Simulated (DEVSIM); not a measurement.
Structure: double heterostructure, Ge between p- and n-type Si, at 300 K.

| layer (left to right) | material | thickness (μm) | Nd (cm⁻³) | Na (cm⁻³) | τn (s) | τp (s) |
|---|---|---|---|---|---|---|
| 1 | Si | 0.210 | 6e17 | - | 2.3e-7 | 2.3e-7 |
| 2 | Ge | 0.150 | - | 3.6e15 | 2.3e-7 | 2.3e-7 |
| 3 | Si | 0.560 | - | 1.9e18 | 2.3e-7 | 2.3e-7 |

Left contact: ohmic. Right contact: ohmic. Voltage is applied to the left contact. Recombination: SRH at mid-gap, radiative. Mobility is μmin + (μ − μmin)/(1 + (N/Nref)^α).

The device is made up for the run: typed textbook-type constants, with dimensions and the other settings drawn at random. Values at 300 K.

```csv
parameter,Si,Ge
gap (eV),1.124,0.664
affinity (eV),4.05,4
permittivity,11.7,16
Nc (cm⁻³),2.86e19,1.04e19
Nv (cm⁻³),3.1e19,6e18
μn (cm²/Vs),1417,3900
μp (cm²/Vs),470,1900
"μn,min",52,150
"μp,min",45,100
"Nref,n",9.7e16,2.6e17
"Nref,p",2.2e17,4e17
αn,0.68,0.56
αp,0.72,0.6
B (cm³/s),4.7e-15,6.4e-14
```

DEVSIM, 1D drift-diffusion, Boltzmann statistics, complete ionisation; no tunnelling, impact ionisation, image-force lowering or self-heating. Band offsets follow the typed affinities; no thermionic-emission limit at abrupt steps, no polarisation charge.

### Question
Give the dark forward current.

### Answer

```
V (V)  J (A/cm²)
-----  ---------
-0.05    -4.3e-5
-0.10   -0.00017
-0.15   -0.00058
-0.20    -0.0019
-0.25    -0.0067
-0.30     -0.023
-0.35     -0.074
-0.40      -0.21
-0.45      -0.55
-0.50       -1.4
-0.55       -3.1
-0.60       -6.8
-0.65        -15
-0.70        -37
-0.75       -110
-0.80       -400
-0.85      -1600
-0.90      -6100
```
